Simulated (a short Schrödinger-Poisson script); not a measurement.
Stack: MOS inversion layer, Al2O3 on p-type Si(100), at 300 K.

From the gate side: 2.8 nm Al2O3; 280 nm Si, acceptors 2.3e18 cm⁻³.

Constants are typed, rounded textbook-type inputs, not results; the design itself was drawn at random and stands for no fabricated device. Al2O3: permittivity 9, conduction-band edge (eV) 2.7, gap (eV) 6.8, electron mass (mₑ) 0.3. Si: permittivity 11.7, conduction-band edge (eV) 0, gap (eV) 1.124, Nv at 300 K (cm⁻³) 3.1e19.

Channel valleys (confinement mass, in-plane density-of-states mass, number): Δ2 0.916, 0.19, 2; Δ4 0.19, 0.417, 4. At the gate the conduction-band edge of layer 1 lies 2.92 eV − eVg above the Fermi level of the channel; the field vanishes at the back. Gaps are held at their typed values at every temperature. Mesh 0.03 nm at interfaces.

Solved with a short Schrödinger-Poisson script written for these runs: 1D Poisson equation in equilibrium, electrons quantum, Hartree (BenDaniel-Duke, 12 states a valley, the channel's in-plane mass for all, wave functions free to enter the dielectric), parabolic valleys, classical holes, full ionisation, no traps, pinning or gate leakage.

```tsv
Vg (V)	electrons (cm⁻²)	C (μF/cm²)	Δ2 E0 (meV from the Fermi level)	Δ4 E0 (meV from the Fermi level)
0.45	1.19e9	0.390	215.6	295.1
0.5	5.75e9	0.402	174.8	255.4
0.55	2.68e10	0.479	134.7	216.4
0.6	1.10e11	0.741	97.9	180.8
0.65	3.29e11	1.17	68.8	152.9
0.7	7.00e11	1.51	48.2	133.6
0.75	1.18e12	1.73	33.5	120.2
0.8	1.71e12	1.86	22.3	110.3
0.85	2.29e12	1.95	13.1	102.5
0.9	2.90e12	2.01	5.4	96.1
0.95	3.52e12	2.05	-1.4	90.6
1	4.16e12	2.09	-7.5	85.8
1.05	4.81e12	2.12	-13.1	81.5
1.1	5.47e12	2.14	-18.3	77.6
1.15	6.14e12	2.16	-23.1	74.0
1.2	6.81e12	2.18	-27.7	70.7
1.25	7.49e12	2.19	-32.1	67.5
```

Gate voltages with under 1e9 electrons/cm² are left out.

### Question
At Vg = 1.25 V the lowest Δ2 subband lies at -32.1 meV from the Fermi level. How many electrons does it hold, and what share of all?

### Answer
The two-dimensional density of states is g m/(πħ²) = 1.59e11 cm⁻² meV⁻¹ (both spins), kT = 25.9 meV, so n = D kT ln(1 + exp(−E/kT)) = 6.14e12 cm⁻², 0.82 of the 7.49e12 cm⁻² in all.

### Question
Compare the slope of the sheet density between 1.15 and 1.25 V with the geometric capacitance of the layers between gate and channel.

### Answer
q Δn/ΔV = 2.16 μF/cm²; ε0/Σ(t/ε) = 2.85 μF/cm². The ratio is 0.76: the channel acts as a further capacitance in series.
